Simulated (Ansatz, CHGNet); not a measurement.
## How the lattice constant a of NbSi2 (P6₂22, No. 180) moves with the method

No measured value is used here.

```tsv
level (code)	value (Å)
CHGNet 0.3.0	4.828
LDA (Ansatz)	…
PBE (Ansatz)	4.813
PBE-D3(BJ) (Ansatz)	4.750
r²SCAN+rVV10 (Ansatz)	4.787
```

### Question
Complete the blanks.

### Answer

- LDA (Ansatz, a program for electronic structure), value (Å): 4.745

Cutoffs differ between the levels. Ansatz's density-functional and Hartree–Fock values are scalar-relativistic unless marked +SOC, with PAW data made under PBE.

Machine-learned potentials (CHGNet 0.3.0) are trained on DFT data: a solid inside that data is no test of them.
